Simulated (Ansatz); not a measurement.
The starting structures come from a database of crystals and need not be the phases stable at ambient conditions.

Inside the gap of an insulator the Bloch states are evanescent, with a wavenumber k + iκ along the transport direction.

Given:

```yaml
crystal:
  lattice:
    - [6.69061, 0.00000, 0.00000]
    - [3.34531, 7.06460, 0.00000]
    - [3.34531, 0.00000, 5.71727]
  atoms:
    - { symbol: Cs, position: [0.64626, 0.70748, 0.00000] }
    - { symbol: Cs, position: [0.35374, 0.29252, 0.00000] }
    - { symbol: Pt, position: [0.50000, 0.00000, 0.50000] }
    - { symbol: Pt, position: [0.00000, 0.00000, 0.50000] }
    - { symbol: Pt, position: [0.00000, 0.00000, 0.00000] }
    - { symbol: Se, position: [0.72136, 0.22198, 0.33530] }
    - { symbol: Se, position: [0.27864, 0.77802, 0.66470] }
    - { symbol: Se, position: [0.05666, 0.22198, 0.66470] }
    - { symbol: Se, position: [0.94334, 0.77802, 0.33530] }
```

The cell is taken as given.

Transport runs along the normal of the first two printed cell vectors.

The gap is the functional's own. No spin-orbit coupling. Mid-gap values are those at the computed energy nearest the middle.

Give the band gap and the smallest decay constant κ at mid-gap that r2SCAN (Ansatz, a quantum-chemistry and plane-wave program) yields.

Gap 1.57 eV on a 6×6×6 mesh; κ = 0.241 1/Å, at (0.000, 0.500) of the in-plane reciprocal vectors. At the zone centre the slowest state has κ = 0.30 1/Å.
